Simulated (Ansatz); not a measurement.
(Ru,Ti): RuTi3

A 32-atom cell of (Ru,Ti) started in the hexagonal close-packed structure, site fractions Ru 0.250, Ti 0.750, short-range order 0.00 among the nearest mixed sites of the first mixed sublattice (0 is random, a negative value favours unlike neighbours), space group P1 at the end.

Calculation: PBE (plane waves to 420 eV, PAW; Ansatz, a program for electronic structure). Scalar-relativistic, without spin–orbit coupling; the runs are not spin-polarised. Its k-point mesh 5×5×5, Fermi–Dirac width 0.05 eV.

* **volume per atom**: 15.93 Å³
* **Ti–Ti bonds (within 1.22 times the sum of covalent radii)**: 2.970 Å on average, from 2.642 to 3.656 (127)
* **Ru–Ti bonds (within 1.22 times the sum of covalent radii)**: 2.861 Å on average, from 2.481 to 3.311 (82)
* **Ru–Ru bonds (within 1.22 times the sum of covalent radii)**: 3.031 Å on average, from 2.781 to 3.194 (15)
* **check of the structure type**: not passed: over a tenth of the atoms count other neighbours than the ideal type within 1.2 times their shortest bond (scaled by covalent radii), so no mixing enthalpy is given

```xyz
32
Lattice="2.0769 -7.9687 -4.4383 -2.0585 8.0732 -4.5726 6.5433 1.8970 4.4975" Properties=species:S:1:pos:R:3 pbc="T T T"
Ti     1.7969    -0.8301    -3.4912
Ti     0.1373     1.7136    -3.3744
Ti     2.2059    -5.8924    -3.1718
Ru     2.4455     6.8266    -3.4152
Ti     2.8468     1.7082    -3.2462
Ti     2.9135     1.5961     1.0365
Ti     1.3002     4.4858    -3.3258
Ti     3.3909    -3.4190    -3.4292
Ru    -0.3299     7.3147    -3.4612
Ti     7.1097    -1.4103     1.2501
Ru     5.5943     1.3528     1.0694
Ti     4.0479     4.0752    -3.6175
Ti     4.0882     4.2401     1.1455
Ru     4.4787    -1.0537    -3.3868
Ti     4.9888     6.8504     1.0507
Ti     5.6139     1.4235    -3.4390
Ti     2.4208    -2.0611    -1.0302
Ti     1.0457     0.5755    -1.0804
Ti     1.0188     0.5553    -5.8526
Ti     3.1890     5.5372    -1.1678
Ru     3.6288     0.3645    -1.1501
Ti     3.7753     0.1425    -5.6266
Ru     2.0897     3.0773    -1.1448
Ti     4.2160    -4.9740    -1.1203
Ru     2.5263    -2.1669    -5.5796
Ti    -0.5970     3.3898    -5.3775
Ru     6.4117    -0.0240     3.3984
Ti     4.7082     2.7478    -1.1398
Ti     6.9599    -5.3730    -1.3427
Ti     5.1758    -2.3327    -1.0202
Ti     1.5057    -4.5971    -5.5910
Ti     6.3429     0.1076    -1.0101
```
